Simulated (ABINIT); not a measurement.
Input and output of a self-consistent single point for ZrN (Fm-3m, 2 atoms in the cell) (ABINIT).

Method of the run: PBE, spin-orbit coupling, PAW (JTH v2.0 PBE PAW) (plane waves; ABINIT 10.0.3).

```
CELL_PARAMETERS angstrom
      0.00000     2.29000     2.29000
      2.29000     0.00000     2.29000
      2.29000     2.29000     0.00000
ATOMIC_POSITIONS crystal
  Zr 0.00000 0.00000 0.00000
  N  0.50000 0.50000 0.50000
```

Reference input (self-consistent single point, DFT, PBE, plane waves, PAW (JTH v2.0 PBE PAW)): pseudos = [Zr.GGA_PBE-JTH.xml, N.GGA_PBE-JTH.xml]; ecut = 52 Ry; pawecutdg = 104 Ry; pawxcdev = 0; occopt = 3; tsmear = 0.1 eV; ngkpt = 12 12 12; nshiftk = 1; shiftk = 0 0 0; potentials = JTH v2.0 PBE PAW; nband = 14; kptopt = 1. This run's input differs from it in these lines:

```diff
@@ -18,6 +18,8 @@
 pawxcdev 0
+nspinor 2
+nspden 1
 occopt 3
 tsmear 0.1 eV
-nband 14
-kptopt 1
+nband 29
+kptopt 4
 ngkpt 12 12 12
```

Output, abridged:

```
 beta integral value:      -0.339236E+01
 pspatm: atomic psp has been read  and splines computed

   3.17775973E+02                                ecore*ucvol(ha*bohr**3)
 ==== Info on pseudopotentials ====
  PAW calculation
  Number of pseudopotentials ..    2
  Number of types of atoms   ..    2
  Calculation with spin-orbit coupling
  Nonlocal part applied using real spherical harmonics
  Max number of non-local projectors over l and type   2
  Highest angular momentum +1 .......   3
  Max number of (l,n)   components ..   6
  Max number of (l,m,n) components ..  18

 Pseudo-Core Charge Info:
   Number of radial points for pseudo-core charge ..    1
   XC core-correction treatment (optnlxccc) ........    1
   Radius for pseudo-core charge for each type .....

  - Atom type    1 has pseudo-core radius .. 80.0000
  - Atom type    2 has pseudo-core radius .. 80.0000

 Info on the Q-grid used for form factors in spline form:
   Number of q-points for radial functions ffspl ..   3001
   Number of q-points for vlspl ...................   3001
   vloc is computed in Reciprocal Space

  XC functional for type 1 is -101130
  XC functional for type 2 is -101130

 symatm: atom number 1 is reached starting at atom
   1  1  1  1  1  1  1  1  1  1  1  1  1  1  1  1  1  1  1  1  1  1  1  1
 symatm: atom number 2 is reached starting at atom
   2  2  2  2  2  2  2  2  2  2  2  2  2  2  2  2  2  2  2  2  2  2  2  2

--- !BUG
src_file: m_inwffil.F90
src_line: 2703
mpi_rank: 0
message: |
    When nspinor2 is 2, nbd2 must be even, while it is nbd2=29
...

  Action: contact ABINIT group (please attach the output of `abinit -b`)

 abinit_abort: decision taken to exit. Check above messages for more info
Abort(13) on node 0 (rank 0 in comm 0): application called MPI_Abort(MPI_COMM_WORLD, 13) - process 0

--- !BUG
src_file: m_inwffil.F90
src_line: 2703
mpi_rank: 0
message: |
    When nspinor2 is 2, nbd2 must be even, while it is nbd2=29
...

  Action: contact ABINIT group (please attach the output of `abinit -b`)
```

The program stopped before any SCF iteration. 

The starting cell has typed, rounded lattice constants, without a prior relaxation at this level.
